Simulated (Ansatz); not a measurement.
Consider GaN in the wurtzite structure (space group P6_3mc, No. 186).

```xyz
4
Lattice="3.1518 0.0000 0.0000 -1.5759 2.7295 0.0000 0.0000 0.0000 5.1383" Properties=species:S:1:pos:R:3 pbc="T T T"
Ga     0.0000     1.8197     0.0015
Ga     1.5759     0.9098     2.5707
N      0.0000     1.8197     1.9356
N      1.5759     0.9098     4.5048
```

Cartesian axes are those of the cell as printed.

Level of theory: LDA (Ansatz, an electronic-structure program; PAW; 420 eV plane waves; no spin-orbit coupling).

Strains are applied to the cell and any free atomic positions relax; under biaxial strain the out-of-plane vector relaxes too.

One change was made to it. Results:

The valence-band top at Γ (three highest levels, from the VBM) becomes 0.00, -0.10, -0.10 eV (base: 0.00, 0.00, -0.05 eV); the band gap shrinks by 0.20 eV, from 2.13 eV to 1.93 eV; the pressure (mean of the normal stresses, compression positive) goes from zero to -5.12 GPa; the gap character stays direct at Γ; the volume per atom increases by 0.30 Å³ (11.05 Å³ → 11.35 Å³).

Question: Which of these changes matches the shifts?
A) biaxial strain +1.20 %, plane normal [001], relaxed out of plane
B) biaxial strain +3.00 %, plane normal [001], relaxed out of plane
C) biaxial strain +2.40 %, plane normal [001], relaxed out of plane
D) biaxial strain +1.80 %, plane normal [001], relaxed out of plane

Answer: D, biaxial strain +1.80 %, plane normal [001], relaxed out of plane. For comparison, the band gap in the other runs: biaxial strain +2.40 %, plane normal [001], relaxed out of plane gives 1.84 eV; biaxial strain +1.20 %, plane normal [001], relaxed out of plane gives 2.01 eV; biaxial strain +3.00 %, plane normal [001], relaxed out of plane gives 1.76 eV.

Stability against distortions was not tested.
